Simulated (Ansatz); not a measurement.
The reference is ZnS in the zinc blende structure (space group F-43m, No. 216; a = 5.357 Å). Axes: x, y, z lie along the cube axes.

Calculations: DFT with PBEsol, PAW potentials and a 420 eV plane-wave cutoff in Ansatz (a quantum-chemistry and plane-wave program), no SOC.

For the base:

| Quantity | Result |
|---|---|
| Valley order | Γ 2.09 eV; X along ⟨100⟩ 3.17 eV; L along ⟨111⟩ 3.24 eV |
| Valence-band top at Γ | 0.00, 0.00, 0.00 eV |
| Shortest interatomic distance | 2.320 Å |

Perturbation: uniaxial strain ε_zz = −0.18 %, all other strain components held at zero; the atoms relax in the strained cell.

Question: What happens to the valley order, valence-band top at Γ, energy relative to the base and shortest interatomic distance?

Answer: The valley order (the lowest conduction-band minima on the path, energy above the VBM, named in the base's zone) becomes Γ 2.09 eV; X along [001] 3.16 eV; X along [100] 3.17 eV; L along [1-11] 3.23 eV (base: Γ 2.09 eV; X along ⟨100⟩ 3.17 eV; L along ⟨111⟩ 3.24 eV); the valence-band top at Γ (three highest levels, from the VBM) becomes 0.00, -0.01, -0.01 eV (base: 0.00, 0.00, 0.00 eV); the energy stays essentially unchanged; the shortest interatomic distance stays essentially unchanged (2.320 Å against 2.318 Å).

The levels and masses belong to the bands next to the band gap. Whether these cells are dynamically stable was not tested.
